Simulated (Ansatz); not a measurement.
# A computed series for SrO: response to strain

Consider SrO in the rock salt structure (space group Fm-3m, No. 225).

```
SrO
1.0
    0.00000     2.56121     2.56121
    2.56121     0.00000     2.56121
    2.56121     2.56121     0.00000
Sr O
1 1
Direct
  0.00000   0.00000   0.00000
  0.50000   0.50000   0.50000
```

Cartesian axes are those of the cell as printed.

Strains are applied to the cell and any free atomic positions relax.

Method: PBEsol, PAW, 420 eV (Ansatz, an electronic-structure program; no SOC).

Notes on the quantities. energy relative to the base: free energy F.

```
variant                      energy relative to the base  smallest direct gap    band gap
---------------------------  ---------------------------  -------------------  ----------
base                                          0 meV/atom              3.26 eV     3.20 eV
tensor shear ε_xy = +0.57 %                +0.4 meV/atom              3.25 eV     3.18 eV
tensor shear ε_xy = +1.71 %                +3.3 meV/atom           (withheld)     3.15 eV
tensor shear ε_xy = +1.14 %                +1.5 meV/atom              3.23 eV  (withheld)
tensor shear ε_xy = +1.43 %                +2.3 meV/atom              3.23 eV     3.16 eV
tensor shear ε_xy = +0.29 %                +0.1 meV/atom              3.26 eV     3.19 eV
tensor shear ε_xy = +0.86 %                   (withheld)              3.24 eV     3.18 eV
tensor shear ε_xy = +2.00 %                +4.6 meV/atom              3.21 eV  (withheld)
```

Question: Complete the table.

Answer: 
- tensor shear ε_xy = +1.71 %, smallest direct gap: 3.22 eV
- tensor shear ε_xy = +1.14 %, band gap: 3.17 eV
- tensor shear ε_xy = +0.86 %, energy relative to the base: +0.8 meV/atom
- tensor shear ε_xy = +2.00 %, band gap: 3.14 eV

Whether these cells are dynamically stable was not tested.
